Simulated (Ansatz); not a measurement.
# TiB2 under a change: biaxial strain −4.64 %, plane normal [001], relaxed out of plane

Consider TiB₂ (space group P6/mmm, No. 191; a = 3.0320 Å, c = 3.2244 Å). Axes: x lies along a and z along c of the hexagonal cell.

One thing is altered: biaxial strain −4.64 %, plane normal [001], relaxed out of plane (Cartesian); in-plane vectors clamped, the third vector and the atoms free.

All numbers come from Kohn–Sham DFT with the PBE functional, run in Ansatz (a first-principles code) with PAW and 420 eV plane waves, no SOC. Γ-centred 18×18×14 mesh, Fermi–Dirac width 0.05 eV.

The space group is still P6/mmm (No. 191) and the shortest interatomic distance falls by 0.153 bohr, from 3.308 bohr to 3.155 bohr. The pressure (mean of the normal stresses, compression positive) goes from zero to 25.0 GPa and the band gap stays zero. The out-of-plane strain amounts to +2.19 % (rough) and the mean in-plane stress (compression positive) comes out as +37.5 GPa (rough).

Final structure (turned so that z lies along the plane normal):

```xyz
3
Lattice="2.8913 0.0000 0.0000 1.4457 2.5039 0.0000 0.0000 0.0000 3.2949" Properties=species:S:1:pos:R:3 pbc="T T T"
Ti     0.0000     0.0000     0.0000
B      1.4457     0.8346     1.6474
B      2.8913     1.6693     1.6474
```

Cost of the whole job for the changed cell (relaxation, final SCF and bands): very roughly 29 core-seconds.

Without a gap, meshes like the base's 18×18×14 leave anisotropic stresses uncertain by several tenths of a GPa, and small strain energies with them. Stability against distortions was not tested. All final runs are without spin polarisation.
